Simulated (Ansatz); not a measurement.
## Input and output of a self-consistent single point for Zr2AlN (P6_3/mmc, 8 atoms in the cell) (Ansatz)

Method: PBEsol, default PAW files made with PBE (plane waves; Ansatz, a program for electronic structure).

The input file:

Ansatz 0.2 input:
```yaml
# Zr2AlN
crystal:
  lattice:
    - [3.167214, 0.000000, 0.000000]
    - [-1.583607, 2.742888, 0.000000]
    - [0.000000, 0.000000, 14.197091]
  atoms:
    - { symbol: Al, position: [0.333333, 0.666667, 0.750000] }
    - { symbol: Al, position: [0.666667, 0.333333, 0.250000] }
    - { symbol: Zr, position: [0.333333, 0.666667, 0.086000] }
    - { symbol: Zr, position: [0.666667, 0.333333, 0.586000] }
    - { symbol: Zr, position: [0.666667, 0.333333, 0.914000] }
    - { symbol: Zr, position: [0.333333, 0.666667, 0.414000] }
    - { symbol: N, position: [0.000000, 0.000000, 0.000000] }
    - { symbol: N, position: [0.000000, 0.000000, 0.500000] }
basis:
  ecutwfc: 420.0 eV
kpoints:
  mp_grid: { grid: [6, 6, 2] }
hamiltonian:
  xc: pbesol
  pseudopotentials: { kind: paw }
scf:
  occupations: { method: gaussian, width: 0.1 eV }
output:
  forces: true
  eigenvalues: true
  stress: true
```

Output (repeated stretches shortened):

```
WARN the atoms were moved onto the symmetric positions of the space group found under crystal.symmetry.tolerance 1.0e-5 (fractional …
WARN ansatz: RAYON_NUM_THREADS=1 ignored (pool sized by the plan → 1); use --threads N
Pseudopotentials: kind: paw
Pseudopotential: Al, paw, valence charge 3
Pseudopotential: Zr, paw, valence charge 12
Pseudopotential: N, paw, valence charge 5
Crystal: 8 atoms, lattice volume = 123.335 Å³
Basis set: ecut = 420 eV, 2387 PW (Γ), exchange–correlation on 48×48×192 points (8 copies of the dense FFT grid, shifted against one another)
Bands: 40, of which v1, the nominal top of the filled ones, is band 32 counted from 1 (31 counted from 0)
Symmetry: 24 space group operations
Space group: P63/mmc (ITA 194), of the structure as read, at distance tolerance 5.0e-5 Å
k-points: 14 of 72
PAW frozen core: Al, regenerated for the run's functional, and the local potential with it
PAW frozen core: Zr, regenerated for the run's functional, and the local potential with it
PAW frozen core: N, regenerated for the run's functional, and the local potential with it
Initial density: superposition of atomic densities (neutral atoms: chi_scale 0, normalization atom), corrected by the library's trained network
Initial wavefunctions: pseudopotential atomic-orbital guess
Eigensolver: davidson
Functional: x = pbesol(κ = 0.804, μ = 0.12345679012345678), c = pbesol(β = 0.046)
SCF iter   1: F=—  HF=-18330.015368 eV  |F-HF|=—  |Δ(HF+E_count)|=         —  Δρ=5.93e-3  dr2=4.32e-2  ethr=1.77e-3  ⟨swp⟩=5.9  Hψ=2322  notcnv=0
all-band conjugate gradients solve this SCF's bands
preconditioner: auto → Resta (q_TF=auto, 2.446 Å⁻¹)
SCF iter   2: F=—  HF=-18330.006636 eV  |F-HF|=—  |Δ(HF+E_count)|=   8.73e-3  Δρ=2.59e-3  dr2=8.56e-3  ethr=6.75e-5  ⟨swp⟩=2.0  Hψ=731  notcnv=0
SCF iter   3: F=—  HF=-18330.004809 eV  |F-HF|=—  |Δ(HF+E_count)|=   1.83e-3  Δρ=6.05e-4  dr2=3.98e-4  ethr=1.34e-5  ⟨swp⟩=2.1  Hψ=716  notcnv=0
SCF iter   4: F=—  HF=-18330.004729 eV  |F-HF|=—  |Δ(HF+E_count)|=   7.99e-5  Δρ=6.86e-5  dr2=4.79e-6  ethr=6.21e-7  ⟨swp⟩=2.0  Hψ=688  notcnv=0
SCF iter   5: F=—  HF=-18330.004666 eV  |F-HF|=—  |Δ(HF+E_count)|=   6.31e-5  Δρ=1.39e-5  dr2=2.64e-7  ethr=7.49e-9  ⟨swp⟩=2.0  Hψ=957  notcnv=0
SCF iter   6: F=-18330.004666 eV  HF=-18330.004666 eV  |F-HF|=5.21e-9  |Δ(HF+E_count)|=   4.27e-8  Δρ=2.20e-6  dr2=8.37e-9  ethr=1.56e-10  ⟨swp⟩=8.9  Hψ=2130  notcnv=0
SCF 1 converged in 6 iterations: F = -18330.004666 eV  dr2 = 8.37e-9
SCF converged after 6 iterations
Free energy (F): -18330.004666 eV
Harris-Foulkes:  -18330.004666 eV  (|F-HF|=5.21e-9)
Internal energy: -18329.991005 eV  (E = F + TS)
E sigma→0 (E₀):  -18329.997835 eV
Entropy (-TS):   -0.013662 eV (-1.708 meV/atom)
Fermi energy:    13.907910 eV
--- Per-component energies (eV) ---
  E_band       = -302.102677
  E_kinetic    = 1661.660647
  E_local      = -4635.475591  (includes V_loc(G=0)·N_el)
  E_nonlocal   = 435.274222
  E_hartree    = 1796.354334
  E_xc         = -849.590213
  E_vxc        = -984.871655  (∫ρ·V_xc dr)
  E_paw        = -12754.664387  (= ΣΔE_a)
  E_vpaw       = -371.394974  (= ΣTr[D̂ρ^β])
  E_aug_tail   = 0.000282  (compensation charges beyond the density's cutoff)
  E_ewald      = -3984.307657
  E_core_change = 0.757357  (= ΣΔE_core)
  E_smearing   = -0.013662  (= −TS)
  E_closure    = 0.000000  (closes the sum)
  Σ components = -18330.004666   (vs F -18330.004666, Δ=0.00e0)
--- Forces (eV/Å), atoms counted from 1 ---
  atom   1  Al     0.00000000     0.00000000     0.00000000
  atom   2  Al     0.00000000    -0.00000000    -0.00000000
  atom   3  Zr     0.00000000     0.00000000     1.01388055
  atom   4  Zr    -0.00000000    -0.00000000     1.01388055
  atom   5  Zr    -0.00000000    -0.00000000    -1.01388055
  atom   6  Zr    -0.00000000     0.00000000    -1.01388055
  atom   7  N      0.00000000     0.00000000    -0.00000000
  atom   8  N      0.00000000     0.00000000     0.00000000
  max |Σ_I F_I| component: 2.22e-16 eV/Å
--- Stress (GPa, compression-positive) ---
        9.380859       0.000000      -0.000000
        0.000000       9.380859      -0.000000
       -0.000000      -0.000000       9.371134
  P = ⅓ Tr σ = 9.3776 GPa (93.776 kbar)
  The stress holds the Pulay correction. Without it, at fixed plane waves, as pw.x and ABINIT print it: P = 9.2077 GPa
--- Band table (eV; the first three rows and the last of 14) ---
  k-point 0: bands = ["-34.7145", "-34.7143", "-34.5613", "-34.5610", "-13.5253", "-13.5161", "-12.5085", "-12.4966", "-12.3799", "-12.3799", "-12.3797", "-12.3797", "-12.2877", "-12.2877", "-12.2875", "-12.2875", "-1.2533", "-1.2354", "6.0398", [...]
  k-point 1: bands = ["-34.7144", "-34.7144", "-34.5612", "-34.5612", "-13.5207", "-13.5207", "-12.5025", "-12.5025", "-12.3798", "-12.3798", "-12.3798", "-12.3798", "-12.2876", "-12.2876", "-12.2876", "-12.2876", "-1.2443", "-1.2443", "6.1783", [...]
  k-point 2: bands = ["-34.6748", "-34.6746", "-34.5396", "-34.5394", "-13.4617", "-13.4544", "-12.7102", "-12.7064", "-12.5110", "-12.5081", "-12.4685", "-12.4682", "-12.4489", "-12.4426", "-12.3114", "-12.3112", "-1.1283", "-1.1190", "6.5426", [...]
  k-point 13: bands = ["-34.4982", "-34.4982", "-34.4981", "-34.4981", "-13.3679", "-13.3679", "-13.1654", "-13.1654", "-13.1645", "-13.1645", "-12.8719", "-12.8719", "-12.5632", "-12.5632", "-12.5595", "-12.5595", "-0.9721", "-0.9721", "8.2622", [...]
```

The run converged in 6 iterations.

The starting cell was generated: these elements placed on a structure prototype, without a prior relaxation; it need not be a known phase or ordering of this composition. With a pressure of about 9 GPa the cell is away from its equilibrium volume at this level. Forces in this geometry exceed 1 eV/Å. Ansatz's pressure includes its estimate of the finite-basis (Pulay) stress.
